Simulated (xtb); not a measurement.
xtb 6.7.1, GFN2-xTB: Ga(OiPr)2 (CC(C)[O][Ga][O]C(C)C), charge 0, multiplicity 2, 23 atoms. The geometry is a generated start, not checked to be a minimum at this level.

```yaml
run_flags: --grad
method: GFN2-xTB
"--acc": 1 (default)
"--etemp (K)": 300 (default)
basis_functions: 56
valence_electrons: 53
```

```xyz
23

Ga     0.1735    -1.3423    -0.0047
O     -0.4365    -0.0796     1.1852
C     -1.1186     0.0292     2.3945
C     -0.6323    -1.0131     3.4018
C     -2.6284    -0.0843     2.1822
H     -0.8875     1.0323     2.7881
H     -0.8427    -2.0070     3.0062
H     -1.1351    -0.8911     4.3575
H      0.4427    -0.9152     3.5439
H     -2.9527     0.6483     1.4474
H     -2.8651    -1.0804     1.8070
H     -3.1595     0.0853     3.1164
O      0.7080    -0.8074    -1.6682
C      0.9748     0.4187    -2.2992
C      1.0164     0.1476    -3.8078
C      2.2894     1.0174    -1.8075
H      0.1614     1.1310    -2.0950
H      1.8196    -0.5505    -4.0309
H      1.1808     1.0778    -4.3460
H      0.0754    -0.2923    -4.1285
H      2.2239     1.1797    -0.7313
H      3.1083     0.3299    -2.0085
H      2.4841     1.9659    -2.3026
```

Charge 0 and multiplicity 2 are set for this test and not shown to be the ground state. GFN-xTB has no spin term: --uhf 1 sets the occupations alone.

One run each on 1 thread. Values of broydamp tried: 0.02, 0.05, 0.1, 0.2, 0.4 (default), 0.6, 0.8, 1.

Task: Which value of broydamp needs the fewest SCC iterations, and what happens away from it?

Result: Fewest SCC iterations, within one of each other: 0.4 (default) with 11, 0.6 with 11, 0.8 with 12. The count rises to 18 at 0.02. All converge to one solution.

| broydamp | SCC iterations | end |
|---|---|---|
| 0.02 | 18 | same solution |
| 0.05 | 16 | same solution |
| 0.1 | 15 | same solution |
| 0.2 | 13 | same solution |
| 0.4 (default) | 11 | same solution |
| 0.6 | 11 | same solution |
| 0.8 | 12 | same solution |
| 1 | 13 | same solution |
